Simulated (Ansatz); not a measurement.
Consider the following.

```
YN
1.0
    0.00000     2.45810     2.45810
    2.45810     0.00000     2.45810
    2.45810     2.45810     0.00000
Y N
1 1
Direct
  0.00000   0.00000   0.00000
  0.50000   0.50000   0.50000
```

No spin polarisation.

Method: LDA (Ansatz, a first-principles code), no SOC. Γ-centred 12×12×12 mesh, Fermi–Dirac width 0.05 eV.

Q: Predict the space group.

A: Fm-3m (No. 225).

Q: Estimate the smallest direct gap.

A: 0.53 eV.

The cells carry an imposed strain or load. No phonon test of stability was made. The cell was made from YN in the rock salt structure (space group Fm-3m, No. 225) by this change: isotropic strain +2.00 %. The zero or small gap of YN can change with the level of theory.
